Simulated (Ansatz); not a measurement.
Li3TaO4 (model structure, started from the Li3PO4 type, Pmn2₁, No. 31, 16 atoms in the cell), treated with LDA (Ansatz, an electronic-structure program, plane waves, PAW).

Run with plane-wave cutoff 520 eV, 6×6×8 k mesh (along the axes of the cell as run), Fermi–Dirac smearing 0.01 eV, scalar-relativistic PAW data made under PBE.

Cell (relaxed with PBEsol):

```
CELL_PARAMETERS angstrom
      6.52771     0.00000     0.00000
      0.00000     5.62542     0.00000
      0.00000     0.00000     4.85336
ATOMIC_POSITIONS crystal
  Li 0.00000 0.81332 0.51561
  Li 0.50000 0.18668 0.01561
  Li 0.25507 0.33958 0.51703
  Li 0.24493 0.66042 0.01703
  Li 0.74493 0.33958 0.51703
  Li 0.75507 0.66042 0.01703
  Ta 0.50000 0.83679 0.50882
  Ta 0.00000 0.16321 0.00882
  O  0.76449 0.32435 0.11514
  O  0.73551 0.67565 0.61514
  O  0.23551 0.32435 0.11514
  O  0.26449 0.67565 0.61514
  O  0.50000 0.15430 0.61449
  O  0.00000 0.84570 0.11449
  O  0.50000 0.83459 0.12563
  O  0.00000 0.16541 0.62563
```

Estimate the band gap and smallest direct gap on the k points sampled that the calculation returns.


* **band gap**: 5.22 eV
* **smallest direct gap on the k points sampled**: 5.46 eV

Note: the relaxation could raise the start's symmetry but not lower it, so the cell can be a saddle point; cell and atoms aren't relaxed at this level (largest force component 0.22 eV/Å, pressure -4.3 GPa).

Spin–orbit coupling is not included.

Static lattice: no zero-point or thermal effects.

It cost roughly 100 core-seconds of CPU time.

A model structure was made by putting elements into a prototype or built by hand; it is no filed structure, need not be a known phase, and can be a saddle point held by its symmetry.
